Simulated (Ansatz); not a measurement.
# OH on the 1x1 (111) surface of fcc Rh, one in a 2x2 cell, started at the site 'hollow Rh-Rh-Rh over Rh at depth 2.2 Å'

Level of theory: PBE (plane waves to 420 eV, PAW; Ansatz, an electronic-structure program).

Slab: 18 atoms, 6.5 Å thick at the start under the adsorbate (thin: gaps and levels are the slab's own); k 6x6x1, smearing 0.1 eV, dipole-corrected; 8 atoms held, the rest relaxed; no symmetry held; no spin, no spin-orbit, no U, no dispersion correction. At the end it is bonded to 2 Rh. In PBE it is, or lies within 0.03 eV of, the lowest of the starts that converged.

```
Quantity                                                                                                                                                          Result
--------------------------------------------------------------------------------------  --------------------------------------------------------------------------------
adsorption energy against H2O(g) − ½ H2(g)                                                                                                                       0.27 eV
work function of the top face                                                                                                                                    4.73 eV
change of the work function                                                                                                                                     -0.42 eV
change of the step from the bottom to the top vacuum level, against the clean slab                                                                              -0.41 eV
energy released by relaxation                                                                                                                                    0.39 eV
height of the binding atom over the mean of the host atoms within 0.3 Å of the top one                                                                          169.4 pm
nearest host atoms of the binding atom                                                                                          Rh at 2.12 Å, Rh at 2.12 Å, Rh at 2.94 Å
largest move of a host atom                                                                                                                                       0.07 Å
caution                                                                                 the clean host was not checked against rearrangement in a larger or rattled cell
note                                                                                                     in the relaxation the adsorbate left its starting site by 0.8 Å
cost                                                                                                                                             roughly 26 core-minutes
```

A negative adsorption energy means that the adsorbate is more stable on the surface than in its reference.
